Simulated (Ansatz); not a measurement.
Take Pt in the fcc (Cu type) structure (space group Fm-3m, No. 225; a = 3.895 Å; relaxed with 0.1 eV smearing) as the base. Axes: x, y, z lie along the cube axes.

Method: DFT with LDA, PAW potentials and a 420 eV plane-wave cutoff in Ansatz (an electronic-structure program), spin-orbit coupling left out.

Before the change:

The volume per atom comes out as 14.78 Å³ and the pressure is 0.0 GPa.

Perturbation: tensile biaxial strain of 3.00 % in the plane normal to [001], as in epitaxy on a mismatched substrate; the out-of-plane cell vector and the atoms relax.

Question: How does this affect the volume per atom and pressure?

Answer: The volume per atom goes up by 0.22 Å³, from 14.78 Å³ to 15.00 Å³; the pressure (mean of the normal stresses, compression positive) goes from zero to -3.9 GPa.

No phonon test of stability was made. The final runs are not spin-polarised.
